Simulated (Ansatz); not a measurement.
The starting structures come from a database of crystals and need not be the phases stable at ambient conditions.

 Where the default PAW files enter, the runs use the earlier of Ansatz's two default sets.

**Evanescent states of CaCrO4 (I4_1/amd, not sure to be the ambient phase, 12 atoms a cell, 13.7 Å³ an atom, -2 GPa at this level) along the normal of (110)**

Method: PBEsol (plane waves, PAW; Ansatz, a first-principles code).

The gap is the functional's own. No spin-orbit coupling. Mid-gap values are interpolated on the energy grid.

Energies count from the valence-band top; κ is the least over a 6×6 mesh across the current.

| E (eV) | κ (1/Å) | where |
|---|---|---|
| 0.06 | 0.243 | Γ |
| 0.18 | 0.366 | off Γ |
| 0.30 | 0.406 | Γ |
| 0.42 | 0.429 | Γ |
| 0.54 | [?] | Γ |
| 0.66 | [?] | Γ |
| 0.78 | [?] | Γ |
| 0.90 | [?] | Γ |
| 1.02 | [?] | Γ |
| 1.14 | [?] | Γ |
| 1.26 | [?] | Γ |
| 1.38 | [?] | Γ |
| 1.50 | [?] | Γ |
| 1.62 | [?] | Γ |
| 1.74 | [?] | Γ |
| 1.86 | 0.341 | Γ |
| 1.98 | 0.296 | Γ |
| 2.10 | 0.234 | Γ |
| 2.22 | 0.131 | Γ |

**Question.** What belongs in the gaps?

**Answer.** 
- 0.54, κ (1/Å): 0.445
- 0.66, κ (1/Å): 0.456
- 0.78, κ (1/Å): 0.463
- 0.90, κ (1/Å): 0.466
- 1.02, κ (1/Å): 0.465
- 1.14, κ (1/Å): 0.460
- 1.26, κ (1/Å): 0.451
- 1.38, κ (1/Å): 0.439
- 1.50, κ (1/Å): 0.423
- 1.62, κ (1/Å): 0.402
- 1.74, κ (1/Å): 0.375
